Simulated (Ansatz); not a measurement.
Cell and atoms of amorphous B$_{50}$C$_{10}$H$_{20}$:

```yaml
crystal:
  lattice:
    - [8.26157, 0.00000, 0.00000]
    - [0.00000, 8.26157, 0.00000]
    - [0.00000, 0.00000, 8.26157]
  atoms:
    - { symbol: B, position: [0.75523, 0.00887, 0.47791] }
    - { symbol: B, position: [0.60202, 0.34197, 0.39698] }
    - { symbol: B, position: [0.96866, 0.52343, 0.64260] }
    - { symbol: B, position: [0.65584, 0.32785, 0.67617] }
    - { symbol: B, position: [0.21979, 0.78919, 0.37300] }
    - { symbol: B, position: [0.44187, 0.53032, 0.61659] }
    - { symbol: B, position: [0.38709, 0.60072, 0.00769] }
    - { symbol: B, position: [0.18686, 0.32019, 0.74661] }
    - { symbol: B, position: [0.79822, 0.70578, 0.80116] }
    - { symbol: B, position: [0.92616, 0.89098, 0.44203] }
    - { symbol: B, position: [0.45284, 0.60358, 0.81411] }
    - { symbol: B, position: [0.43076, 0.40947, 0.34460] }
    - { symbol: B, position: [0.99905, 0.23831, 0.97620] }
    - { symbol: B, position: [0.81588, 0.52057, 0.91168] }
    - { symbol: B, position: [0.86087, 0.75740, 0.17551] }
    - { symbol: B, position: [0.20765, 0.28980, 0.96842] }
    - { symbol: B, position: [0.77204, 0.56673, 0.28872] }
    - { symbol: B, position: [0.31279, 0.66151, 0.51022] }
    - { symbol: B, position: [0.36118, 0.20370, 0.64104] }
    - { symbol: B, position: [0.53715, 0.67264, 0.48366] }
    - { symbol: B, position: [0.53722, 0.74310, 0.05325] }
    - { symbol: B, position: [0.74785, 0.00429, 0.70327] }
    - { symbol: B, position: [0.23734, 0.96081, 0.92191] }
    - { symbol: B, position: [0.58843, 0.89029, 0.55610] }
    - { symbol: B, position: [0.14114, 0.10266, 0.03228] }
    - { symbol: B, position: [0.03875, 0.81062, 0.28030] }
    - { symbol: B, position: [0.90906, 0.95758, 0.23709] }
    - { symbol: B, position: [0.57436, 0.56057, 0.12843] }
    - { symbol: B, position: [0.40395, 0.84633, 0.45983] }
    - { symbol: B, position: [0.23991, 0.83219, 0.60463] }
    - { symbol: B, position: [0.09561, 0.47014, 0.93762] }
    - { symbol: B, position: [0.90441, 0.69003, 0.38153] }
    - { symbol: B, position: [0.62463, 0.63040, 0.68877] }
    - { symbol: B, position: [0.26958, 0.62195, 0.70828] }
    - { symbol: B, position: [0.73917, 0.69052, 0.01846] }
    - { symbol: B, position: [0.47998, 0.43230, 0.94887] }
    - { symbol: B, position: [0.59808, 0.76461, 0.85424] }
    - { symbol: B, position: [0.19292, 0.00036, 0.72100] }
    - { symbol: B, position: [0.67919, 0.39724, 0.00903] }
    - { symbol: B, position: [0.56031, 0.94010, 0.76799] }
    - { symbol: B, position: [0.37920, 0.25948, 0.84963] }
    - { symbol: B, position: [0.34178, 0.11779, 0.01198] }
    - { symbol: B, position: [0.75635, 0.21630, 0.41596] }
    - { symbol: B, position: [0.16702, 0.56428, 0.38026] }
    - { symbol: B, position: [0.02187, 0.89192, 0.61767] }
    - { symbol: B, position: [0.40392, 0.97920, 0.62159] }
    - { symbol: B, position: [0.61865, 0.10447, 0.88478] }
    - { symbol: B, position: [0.40189, 0.05327, 0.82502] }
    - { symbol: B, position: [0.26151, 0.46778, 0.08459] }
    - { symbol: B, position: [0.97735, 0.11378, 0.14007] }
    - { symbol: C, position: [0.79420, 0.51666, 0.71905] }
    - { symbol: C, position: [0.89043, 0.87861, 0.75846] }
    - { symbol: C, position: [0.15929, 0.17438, 0.63666] }
    - { symbol: C, position: [0.48160, 0.34842, 0.55971] }
    - { symbol: C, position: [0.99781, 0.53436, 0.45777] }
    - { symbol: C, position: [0.12370, 0.50362, 0.75100] }
    - { symbol: C, position: [0.25495, 0.43121, 0.27563] }
    - { symbol: C, position: [0.59223, 0.29613, 0.85986] }
    - { symbol: C, position: [0.78076, 0.17593, 0.60854] }
    - { symbol: C, position: [0.58463, 0.54552, 0.33097] }
    - { symbol: H, position: [0.24447, 0.82365, 0.96600] }
    - { symbol: H, position: [0.50380, 0.28347, 0.28109] }
    - { symbol: H, position: [0.97102, 0.53246, 0.00397] }
    - { symbol: H, position: [0.67662, 0.05568, 0.00775] }
    - { symbol: H, position: [0.84371, 0.46607, 0.21635] }
    - { symbol: H, position: [0.42417, 0.11779, 0.13045] }
    - { symbol: H, position: [0.67248, 0.08059, 0.36502] }
    - { symbol: H, position: [0.95482, 0.41378, 0.41886] }
    - { symbol: H, position: [0.92667, 0.26610, 0.11947] }
    - { symbol: H, position: [0.70709, 0.30637, 0.11723] }
    - { symbol: H, position: [0.90805, 0.19989, 0.63392] }
    - { symbol: H, position: [0.12803, 0.11202, 0.19457] }
    - { symbol: H, position: [0.35247, 0.87055, 0.31057] }
    - { symbol: H, position: [0.51438, 0.85700, 0.13941] }
    - { symbol: H, position: [0.10354, 0.18247, 0.51745] }
    - { symbol: H, position: [0.18760, 0.31784, 0.29825] }
    - { symbol: H, position: [0.93650, 0.91476, 0.87836] }
    - { symbol: H, position: [0.77204, 0.89552, 0.19950] }
    - { symbol: H, position: [0.90196, 0.22388, 0.87303] }
    - { symbol: H, position: [0.87948, 0.23743, 0.34327] }
```

Methods: PBE-D3(BJ), scalar-relativistic without spin-orbit coupling (Ansatz, a program for electronic structure); r2SCAN, scalar-relativistic without spin-orbit coupling (Ansatz); HSE06-D3(BJ), scalar-relativistic without spin-orbit coupling (Ansatz). Neutral PBE cell, which sets geometry, pressure and energy: sampling: a 2×2×2 Γ-centred mesh; Fermi-Dirac width 0.05 eV; no spin polarisation. Exact exchange is cut at the faces of this 8 Å cell, which leaves hybrid gaps a finite-size error.

Preparation: random packing, a CHGNet melt and quench, and a DFT relaxation. The hot cell started wider than the set density and was brought back towards it in steps. It is the lowest in DFT energy of 2 quenches. It is a model cell: composition and starting density were chosen by hand, and all elements were melted together. The geometry includes D3(BJ) dispersion. A short ab initio anneal came between quench and relaxation. Its density started from a set value of 1.93 and ended at 2.00 g/cm³. Cooling (nominally 150 K/ps over its main leg) ran many orders faster than in experiment, which tends to leave more defects and strain. One small periodic cell is one sample of the glass; other quenches scatter about these values. The volume was free in the relaxation, at fixed shape.

Task: Give the pressure and the spacing of the highest filled and lowest empty levels.

Result: 
```json
{
  "Pressure on a 2×2×2 Γ-centred mesh": "0.05 GPa",
  "Largest force and stress component on that mesh (the relaxation ran on one k-point at (1/4, 1/4, 1/4))": "0.15 eV/Å and 3.2 GPa",
  "Level gap on a 2×2×2 Γ-centred mesh (PBE)": "0.35 eV",
  "Level gap at the zone centre (PBE)": "0.46 eV",
  "Level gap at the zone centre (r2SCAN)": "0.53 eV",
  "Level gap at the zone centre (HSE06)": "0.98 eV",
  "Distance between the nearest levels spread over more than a fifth of the atoms or a third of the atoms of their main element (six at least) (PBE, zone centre)": "0.84 eV"
}
```

Task: At PBE and the zone centre, how localised are the states just below and above the Fermi level (participation number: the atoms over which a state spreads)?

Result: The highest filled state is spread over 15.3 atoms' worth, largest on B10, with weights by element (charge in smoothed Voronoi cells) B 0.87, H 0.07, C 0.06. The lowest empty state is spread over 41.4 atoms' worth, largest on B46, with weights by element (charge in smoothed Voronoi cells) B 0.80, H 0.12, C 0.08.

At PBE the levels at the filled edge of the gap are localised (band-tail or defect states), and the nearest spread-out levels lie 0.8 eV apart at the zone centre.

Cut-offs for bonds: B-B 2.08 Å, B-C 1.96 Å, B-H 1.42 Å, C-C 1.82 Å, C-H 1.32 Å, H-H 0.90 Å.
